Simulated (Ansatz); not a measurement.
Carrier properties of BeS under load (space group R3m)

Given:

```
BeS
1.0
   -0.00966     2.41143     2.41143
    2.41143    -0.00966     2.41143
    2.41143     2.41143    -0.00966
Be S
1 1
Direct
  0.00024   0.00024   0.00024
  0.74976   0.74976   0.74976
```

These are PBEsol with spin-orbit coupling, rigid bands (plane waves, PAW; Ansatz, a program for electronic structure) values and carry that method's errors. Condition of this run: uniaxial stress along [111] of 1 GPa (compression positive) (the target of the relaxation). Cell: cell and atoms relaxed with PBEsol, then loaded as said.

```yaml
band_gap: 2.85 eV
electron conductivity mass (300 K, dilute): 0.37 mₑ
hole conductivity mass (300 K, dilute): 0.72 mₑ
effective density of states N_c (300 K): 1.9e19 cm⁻³
effective density of states N_v (300 K): 2.6e19 cm⁻³
density_of_states_mass_electrons: 0.84 mₑ
density_of_states_mass_holes: 1.03 mₑ
Seebeck coefficient, n-type 1e19 cm⁻³, 300 K: -275 μV/K
best n-type power factor at 300 K for τ = 10 fs (best axis; densities from 1e16 to 1e21 cm⁻³ tried, whether or not they can be reached): 8.5 μW/(cm·K²) at 1e20 cm⁻³
Seebeck coefficient, p-type 1e19 cm⁻³, 300 K: 357 μV/K
best p-type power factor at 300 K for τ = 10 fs (best axis; densities from 1e16 to 1e21 cm⁻³ tried, whether or not they can be reached): 16.4 μW/(cm·K²) at 3e20 cm⁻³
```

Rigid bands; masses and Seebeck coefficients take one relaxation time τ for all states and one kind of carrier; polarons and phonon drag are left out.
